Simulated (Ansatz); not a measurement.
Input and output of a dielectric-response calculation for Na2H4Pd (I4/mmm, 7 atoms in the cell) (Ansatz, a quantum-chemistry and plane-wave program).

Level of theory: LDA (PW92), default PAW files made with PBE (plane waves; Ansatz).

```
Na2H4Pd
1.0
   -2.65012     2.65012     3.25943
    2.65012    -2.65012     3.25943
    2.65012     2.65012    -3.25943
Na H Pd
2 4 1
Direct
  0.75000   0.25000   0.50000
  0.25000   0.75000   0.50000
  0.22018   0.22018   0.44036
  0.77982   0.77982   0.55964
  0.22018   0.77982   0.00000
  0.77982   0.22018   0.00000
  0.00000   0.00000   0.00000
```

Reference input (self-consistent single point, DFT, LDA (PW92), plane waves, default PAW files made with PBE): basis.ecutwfc = 420 eV; kpoints.mp_grid.grid = 7 7 7; hamiltonian.xc = lda; hamiltonian.pseudopotentials = {kind: paw} (the program's default PAW files); scf.occupations.method = fixed. This run's input differs from it in these lines:

Ansatz 0.2 input:
```diff
@@ -17,3 +17,3 @@
 kpoints:
-  mp_grid: { grid: [7, 7, 7] }
+  mp_grid: { grid: [10, 10, 10] }
 hamiltonian:
@@ -23,6 +23,4 @@
   occupations: { method: fixed }
-output:
-  forces: true
-  eigenvalues: true
-  stress: true
+dielectric:
+  field_mesh: kpoints
```

The program printed (abridged):

```
SCF iter   1: F=—  HF=-9842.181969 eV  |F-HF|=—  |Δ(HF+E_count)|=         —  Δρ=1.11e-2  dr2=7.33e-2  ethr=1.77e-3  ⟨swp⟩=4.6  Hψ=27058  notcnv=0  defer=1338
all-band conjugate gradients solve this SCF's bands
preconditioner: auto → Resta (q_TF=auto, 2.377 Å⁻¹)
SCF iter   2: F=—  HF=-9842.156870 eV  |F-HF|=—  |Δ(HF+E_count)|=   2.51e-2  Δρ=4.93e-3  dr2=1.74e-2  ethr=1.83e-4  ⟨swp⟩=2.9  Hψ=15650  notcnv=0  defer=1404
   [... lines left out ...]
SCF iter   7: F=—  HF=-9842.150571 eV  |F-HF|=—  |Δ(HF+E_count)|=   1.02e-6  Δρ=5.25e-6  dr2=3.83e-8  ethr=3.10e-9  ⟨swp⟩=2.2  Hψ=8956  notcnv=0  defer=581
SCF iter   8: F=—  HF=-9842.150571 eV  |F-HF|=—  |Δ(HF+E_count)|=   1.62e-8  Δρ=1.28e-6  dr2=2.24e-9  ethr=9.58e-11  ⟨swp⟩=2.0  Hψ=9125  notcnv=0  defer=581
SCF iter   9: F=—  HF=-9842.150571 eV  |F-HF|=—  |Δ(HF+E_count)|=  7.04e-10  Δρ=3.05e-7  dr2=1.18e-10  ethr=5.61e-12  ⟨swp⟩=2.0  Hψ=9150  notcnv=0  defer=581
SCF iter  10: F=-9842.150571 eV  HF=-9842.150571 eV  |F-HF|=3.64e-12  |Δ(HF+E_count)|=  5.82e-11  Δρ=5.98e-8  dr2=5.56e-12  ethr=1.00e-12  ⟨swp⟩=7.6  Hψ=26924  notcnv=0
SCF 1 converged in 10 iterations: F = -9842.150571 eV  dr2 = 5.56e-12
DFPT response loops at Γ: preconditioner auto → none (the input reference at scf.mixing.eps_inf says where Resta's filter doesn't serve); β = 0.50 …
Free energy (F): -9842.150571 eV
Internal energy: -9842.150571 eV  (E = F + TS)
E sigma→0 (E₀):  -9842.150571 eV
Fermi energy:    2.265645 eV
--- Dielectric response (ions clamped): 2 representative field directions + reference, on 282 of 1000 k-points (Σ response iterations 15) ---
  k mesh reduced under 2 symmetry operations, with k and −k counted as one. Each operation leaves every solved perturbation unchanged …
  ε∞ (high-frequency dielectric tensor):
        3.760228    -0.000000     0.000000
   [... lines left out ...]
         0.45685   -0.38581   -0.00000
         0.00000   -0.00000   -0.23226
    site 6:
        -0.48653    0.00000   -0.00000
         0.00000   -0.48653   -0.00000
         0.00000    0.00000   -1.17930
  Z* charge neutrality: 4.861e-5 e pre-enforcement
  k-mesh period / interband length: 65.2 Å / 2.31 Å = 28.24 at k = (-0.5000, -0.5000, -0.5000), direct gap 2.088 eV — 14 or more, which is no proof of convergence
```

The run converged in 10 iterations. 

Summary of the result:
```
Item                                                                                                                                               Value
----------------------------------------------------------------------------------------  --------------------------------------------------------------
Free energy E − TS (on the zero of these files)                                                                                            -9842.1506 eV
Top of the valence band (on the code's own zero)                                                                                                 2.27 eV
Gap on the k-point mesh                                                                                                                          2.09 eV
ε∞ at this k-point mesh, which may be far from converged in small-gap cells (xx, yy, zz)                                                3.76, 3.76, 3.61
Born charges at this mesh (mean of the diagonal, e)                                       Na 1.03, Na 1.03, H -0.33, H -0.33, H -0.33, H -0.33, Pd -0.72
```

The starting cell comes from a database of computed structures (which also holds hypothetical and non-ambient phases and stackings), without a prior relaxation at this level. Its lattice was rescaled by up to half a per cent.

Cost on one core of a shared machine: roughly 7 min.
